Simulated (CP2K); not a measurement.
Worked example: relaxation of cell and atoms of CdSe (F-43m, 2 atoms in the cell) in CP2K.

Method of the run: CP2K with PBE, GPW, TZVP-MOLOPT-SR-GTH basis, GTH-PBE potentials (GTH_POTENTIALS).

```xyz
2
Lattice="4.3021 0.0000 0.0000 2.1510 3.7257 0.0000 2.1510 1.2419 3.5126" Properties=species:S:1:pos:R:3 pbc="T T T"
Cd     0.0000     0.0000     0.0000
Se     6.4531     3.7257     2.6345
```

Reference input (self-consistent single point, DFT PBE, GPW, TZVP-MOLOPT-SR-GTH basis, GTH-PBE potentials (GTH_POTENTIALS)): CUTOFF = 500 Ry; REL_CUTOFF = 50 Ry; KPOINTS/SCHEME = MONKHORST-PACK 6 6 6; GAMMA_CENTERED = T; XC_FUNCTIONAL = PBE; Cd/BASIS_SET = TZVP-MOLOPT-SR-GTH; Cd/POTENTIAL = GTH-PBE-q12; Se/BASIS_SET = TZVP-MOLOPT-SR-GTH; Se/POTENTIAL = GTH-PBE-q6; METHOD = GPW; EPS_DEFAULT = 1e-11; NGRIDS = 5. This run's input differs from it in these lines:

```diff
@@ -2,3 +2,3 @@
   PROJECT cdse
-  RUN_TYPE ENERGY_FORCE
+  RUN_TYPE CELL_OPT
   PRINT_LEVEL LOW
@@ -14,2 +14,3 @@
       EPS_DEFAULT 1E-11
+      EXTRAPOLATION USE_GUESS
     &END QS
@@ -22,3 +23,3 @@
       SCF_GUESS ATOMIC
-      EPS_SCF 1E-6
+      EPS_SCF 1E-7
       MAX_SCF 100
@@ -86,2 +87,20 @@
 &END FORCE_EVAL
+&MOTION
+  &CELL_OPT
+    OPTIMIZER BFGS
+    MAX_ITER 60
+    MAX_FORCE 4E-4
+    RMS_FORCE 3E-4
+    EXTERNAL_PRESSURE [GPa] 0
+    PRESSURE_TOLERANCE [bar] 200
+  &END CELL_OPT
+  &PRINT
+    &CELL ON
+    &END CELL
+    &RESTART OFF
+    &END RESTART
+    &RESTART_HISTORY OFF
+    &END RESTART_HISTORY
+  &END PRINT
+&END MOTION
```

Output, abridged:

```
 SCF WAVEFUNCTION OPTIMIZATION

  Step     Update method      Time    Convergence         Total energy    Change
     1 NoMix/Diag. 0.40E+00      -     1.67529741       -55.6097325288 -5.56E+01
     2 Broy./Diag. 0.40E+00      -     0.04113679       -55.5157386617  9.40E-02
     3 Broy./Diag. 0.40E+00      -     0.10672070       -55.5258952837 -1.02E-02
     4 Broy./Diag. 0.40E+00      -     0.00380612       -55.5480358838 -2.21E-02
     5 Broy./Diag. 0.40E+00      -     0.00172435       -55.5636425310 -1.56E-02
     6 Broy./Diag. 0.40E+00      -     0.00289931       -55.5487735398  1.49E-02
   [... 6 lines left out ...]
    13 Broy./Diag. 0.40E+00      -     0.00000097       -55.5447252725  4.36E-06
    14 Broy./Diag. 0.40E+00      -     0.00000018       -55.5447257790 -5.07E-07
    15 Broy./Diag. 0.40E+00      -     0.00000018       -55.5447258575 -7.85E-08
    16 Broy./Diag. 0.40E+00      -     0.00000003       -55.5447260149 -1.57E-07
  *** SCF run converged in    16 steps ***

  Overlap energy of the core charge distribution:               0.00000000184802
  Self energy of the core charge distribution:                -93.77011901959501
  Core Hamiltonian energy:                                     28.62459147535762
  Hartree energy:                                              18.32012953946534
  Exchange-correlation energy:                                 -8.71932801200388

  Total energy:                                               -55.54472601492792

 ENERGY| Total FORCE_EVAL ( QS ) energy [hartree]            -55.544725879552445

 FORCES| Atomic forces [hartree/bohr]
 FORCES|   Atom     x               y               z               |f|
 FORCES|      1  3.27025745E-10 -1.94571169E-08  1.05647974E-08   2.21427479E-08
   [... lines left out ...]
  Total energy:                                               -55.54483358902854
 OPT| Pressure deviation [bar]                                  32251.2601140351
 OPT| Pressure tolerance [bar]                                    200.0000000000
 OPT| Pressure is converged                                                   NO
  Total energy:                                               -55.54610031878893
 OPT| Pressure deviation [bar]                                     25.5239093039
 OPT| Pressure tolerance [bar]                                    200.0000000000
 OPT| Pressure is converged                                                  YES
 ***                    GEOMETRY OPTIMIZATION COMPLETED                      ***
   [... lines left out ...]
  Core Hamiltonian energy:                                     28.57274922872508
  Hartree energy:                                              18.34560648194936
  Exchange-correlation energy:                                 -8.69433701053660

  Total energy:                                               -55.54610031878893

 ENERGY| Total FORCE_EVAL ( QS ) energy [hartree]            -55.546100318788930
```

The run converged. 

Summary of the result:
- Free energy E − TS: -1511.4864 eV
- Top of the valence band (on the code's own zero): 2.40 eV
- Gap on the k-point mesh: 0.45 eV
- Pressure: 0.00 GPa
- Largest force (vector length): 0.005 eV/Å
- Final cell: a = 4.399 Å, b = 4.392 Å, c = 4.392 Å, α = 59.97°, β = 60.08°, γ = 60.08°
- Final volume per atom: 30.04 Å³
- Relaxation steps: 18

The starting cell comes from a database of computed structures (which also holds hypothetical and non-ambient phases and stackings), without a prior relaxation at this level. Its lattice was rescaled by a random factor within 2.5 % of one. Values carry the incompleteness of an atom-centred basis.

Cost on one core of a shared machine: roughly 6 min.
